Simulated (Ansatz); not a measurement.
## fcc Ir (1 1 1) on corundum (0 0 1) (film strained to the substrate, started from cuts of the bulks and a machine-learned relaxation; slabs Al12O18 and Ir15, which can lie off the formulas)

A periodic stack without vacuum, fcc Ir (1 1 1) on corundum (0 0 1) (film strained to the substrate, started from cuts of the bulks and a machine-learned relaxation; slabs Al12O18 and Ir15, which can lie off the formulas): substrate slab Al12O18, film Ir15, surface cells [[1, 0], [0, 1]] and [[1, -2], [1, 1]], film strained by +1.4 and +1.4 %, outermost planes Al/Al and Ir/Ir as cut, which need not be the usual terminations and can put a slab off its formula.

The start was prepared with a machine-learned potential, and the result is one local minimum, with the in-plane cell held and forces under 0.04 eV/Å; the film can end far from its bulk form.

Level of theory: PBE (plane waves to 420 eV, PAW; Ansatz, a quantum-chemistry and plane-wave program). No spin–orbit coupling; the runs are not spin-polarised; PBE gaps are too small against experiment. Its k-point mesh 6×6×1, Fermi–Dirac width 0.05 eV.

- interface area: 20.0 Å²
- period: 24.91 Å
- heights between the nearest atoms of the two slabs at the two interfaces: 2.11 and 2.11 Å
- Al–Ir contacts across the interfaces within 1.22 times the sum of covalent radii: 6, mean 2.67 Å

```xyz
45
Lattice="4.8084 -0.0006 0.0560 -2.4047 4.1639 0.0559 -0.3014 2.2549 24.9585" Properties=species:S:1:pos:R:3 pbc="T T T"
Al     2.7746     4.3426     2.9493
Al     2.7947     1.6009     1.2286
Al     0.3738     2.9607     2.6240
Al     2.7528     1.5286     4.7413
O      1.2573     4.3173     1.7651
O      1.1072     1.5540     1.7070
O      1.8474     2.9433     3.9040
O     -0.3939     4.2187     3.9036
O     -0.3777     1.6411     3.8518
O      3.5976     3.0659     1.7652
Al     2.7204     1.4726     7.4262
Al     0.3423     2.9061     5.2421
Al     2.7264     4.2593     6.9728
Al     0.2961     2.8263     9.1013
O      1.2655     1.5045     6.0651
O      3.4753     2.7724     6.1163
O     -0.6272     4.2282     8.2820
O      4.3820     1.3426     8.2822
O      1.9718     2.9590     8.2867
O      1.0644     4.3889     6.1208
Al     0.2644     2.7716    11.7200
Al     2.6941     4.2032     9.6575
Al     2.6721     1.3890    11.4502
Al     2.6520     4.1309    13.1684
O      3.5989     2.7889    10.4992
O      1.0167     4.0911    10.4955
O      4.1887     1.4161    12.6385
O      1.8481     2.6647    12.6378
O     -0.4675     4.1782    12.6400
O      1.0316     1.5129    10.4437
Ir    -0.5511     4.0884    15.2401
Ir     1.8044     5.4963    15.2958
Ir     1.8117     2.6683    15.2383
Ir    -1.4193     5.4142    17.4480
Ir     3.3935     2.6672    17.4489
Ir     1.0127     4.0370    17.4489
Ir     0.1685     2.6060    19.6209
Ir     2.5725     3.9936    19.6754
Ir     0.1681     5.3818    19.6741
Ir    -0.6768     3.9512    21.8463
Ir     1.7508     5.3204    21.9020
Ir     1.7551     2.5740    21.8471
Ir    -1.4757     5.3192    24.0563
Ir     3.3399     2.4919    24.0547
Ir     0.8874     3.8996    24.0547
```
